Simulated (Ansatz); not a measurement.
Results of PBE in Ansatz (PAW) for antifluorite Be₂C.

Run with plane-wave cutoff 520 eV, 14×14×14 k mesh, perturbation theory, scalar-relativistic PAW data made under PBE.

Cell (measured lattice):

Be₂C is modelled in the cubic space group Fm-3m (No. 225), Pearson symbol cF12. Conventional cell: a = b = c = 4.3400 Å, α = β = γ = 90.00°. Be on 8c has 4 C at 1.879 Å and 6 Be at 2.170 Å. C on 4a is surrounded by 8 Be at 1.879 Å (cubic). (Neighbours: up to the widest gap in distance over summed covalent radii, below 1.35, at either atom; cation-cation and far metal-metal contacts left out.)
(The calculation used a cell of 3 atoms; values per cell refer to that cell.)

Q: Give the computed electronic dielectric constant ε∞ and static dielectric constant.

A: 
electronic dielectric constant ε∞: 7.00
static dielectric constant: 15.2

Note: the cell isn't this level's own, so it is under some stress, which shifts stiffness and frequencies.

Ansatz is a quantum-chemistry and plane-wave program.
